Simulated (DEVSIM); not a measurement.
System: Schottky contact on n-type Si, at 250 K.

Layer 1 from the left is Si, thickness (μm) 3.60, Nd (cm⁻³) 2.6e15, τn (s) 2.2e-5, τp (s) 2.2e-5. Layer 2 from the left is Si, thickness (μm) 5.60, Nd (cm⁻³) 7e17, τn (s) 2.2e-5, τp (s) 2.2e-5.

Left contact: Schottky, work function 4.59 eV, emission velocity 3e6 cm/s. Right contact: ohmic. Voltage is applied to the left contact. Recombination: SRH at mid-gap, Auger. Mobility is μmin + (μ − μmin)/(1 + (N/Nref)^α).

The device is made up for the run: typed textbook-type constants, with dimensions and the other settings drawn at random. Values at 300 K; Nc and Nv go as T^1.5, mobilities as T to minus their exponent, the gap by Varshni's rule with the affinity fixed.

Si: gap (eV) 1.124, affinity (eV) 4.05, permittivity 11.7, Nc (cm⁻³) 2.86e19, Nv (cm⁻³) 3.1e19, μn (cm²/Vs) 1417, μp (cm²/Vs) 470, μn,min 52, μp,min 45, Nref,n 9.7e16, Nref,p 2.2e17, αn 0.68, αp 0.72, T exponent of μn 2.3, T exponent of μp 2.2, Cn (cm⁶/s) 2.8e-31, Cp (cm⁶/s) 9.9e-32, Varshni α (eV/K) 0.000473, Varshni β (K) 636.

Simulated with DEVSIM: 1D drift-diffusion, Boltzmann statistics, complete ionisation; no tunnelling, impact ionisation, image-force lowering or self-heating. Metal contacts follow the ideal Schottky-Mott rule: no Fermi-level pinning, no interface dipoles.

Dark forward current:

```tsv
|V| (V)	|J| (A/cm²)
0.05	0.001129
0.10	0.01248
0.15	0.1259
0.20	1.222
0.25	10.01
0.30	46.70
0.35	116.0
0.40	203.8
0.45	300.9
0.50	403.4
0.55	509.3
0.60	617.4
0.65	727.2
0.70	838.3
0.75	950.3
0.80	1063
0.85	1177
0.90	1291
0.95	1405
1.00	1520
1.05	1635
1.10	1751
1.15	1867
1.20	1983
1.25	2099
```

Q: Work out the local ideality factor n = ΔV / (kT/q · ln(J2/J1)) between the rows 0.10 and 0.15 V, 1.20 and 1.25 V.

A: kT/q = 21.54 mV. From 0.10 to 0.15 V: ln(0.1259/0.01248) = 2.311, n = 1.00, near the 1 of diffusion or emission over a barrier. From 1.20 to 1.25 V: ln(2099/1983) = 0.057, n = 40.83.

Q: Estimate the current at 0.15 V for emission alone, J0 = q v N_band exp(−φB/kT), and read the barrier back from the simulated current.

A: φB = 0.540 eV, N_band = 2.18e19 cm⁻³, J0 = 0.000135 A/cm²; J = J0 (exp(qV/kT) − 1) = 0.143 A/cm². The simulation gives 0.126 A/cm²; the estimate lies 14 % above. Read backwards, the simulated current gives an apparent barrier of 0.543 eV. The estimate leaves out transport through the depletion region and minority injection.
